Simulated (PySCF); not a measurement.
PySCF 2.14.0, BP86/def2-svpd, df: Si(H)2(F)(Vi) (C=C[SiH2]F), 9 atoms. The geometry is a generated start, not checked to be a minimum at this level.

```json
{
 "task": "energy",
 "method": "bp86",
 "basis": "def2-svpd",
 "two_electron_scheme": "density fitting",
 "mol.max_memory": "3000 MB",
 "mf.max_cycle": "100",
 "mf.conv_tol": "1e-09 (default)",
 "mf.grids.level": "3 (default)",
 "basis_functions": "127",
 "grid_points": "110720"
}
```

```xyz
9

Si    -1.2725    -0.0252    -0.2978
F     -1.6028     0.7800     1.0587
C      0.5866    -0.2842    -0.3809
C      1.4473     0.1415     0.5331
H     -1.7587     0.8384    -1.3669
H     -1.9996    -1.2808    -0.1676
H      0.9689    -0.8217    -1.2406
H      2.5111    -0.0286     0.4549
H      1.1196     0.6807     1.4069
```

With the defaults (mf.DIIS = CDIIS, mf.diis = true, mf.init_guess = minao, mf.damp = 0, mf.diis_start_cycle = 1, mf.level_shift = 0, mf.diis_space = 8) it converges in 12 Fock builds. One run each on 2 threads, 1 BLAS thread, with these changes:
- mf.level_shift = 0.1 Hartree
- mf.DIIS = EDIIS
- mf.level_shift = 0.3 Hartree
- mf.init_guess = atom
- mf.init_guess = mod_huckel
- mf.diis_space = 20
- mf.init_guess = 1e
- mf.diis = false
- mf.damp = 0.3, mf.diis_start_cycle = 4

Question: Name the settings that don't reach the solution of the defaults.

Answer: No convergence: mf.DIIS = EDIIS; mf.diis = false (the run ends without SCF convergence in 100 cycles). The rest reach the solution of the defaults.

| setting | Fock builds | end |
|---|---|---|
| the defaults | 12 | same solution |
| mf.init_guess = atom | 12 | same solution |
| mf.diis_space = 20 | 12 | same solution |
| mf.level_shift = 0.1 Hartree | 13 | same solution |
| mf.level_shift = 0.3 Hartree | 14 | same solution |
| mf.init_guess = mod_huckel | 15 | same solution |
| mf.damp = 0.3, mf.diis_start_cycle = 4 | 16 | same solution |
| mf.init_guess = 1e | 18 | same solution |
| mf.DIIS = EDIIS | 101 | no convergence |
| mf.diis = false | 101 | no convergence |
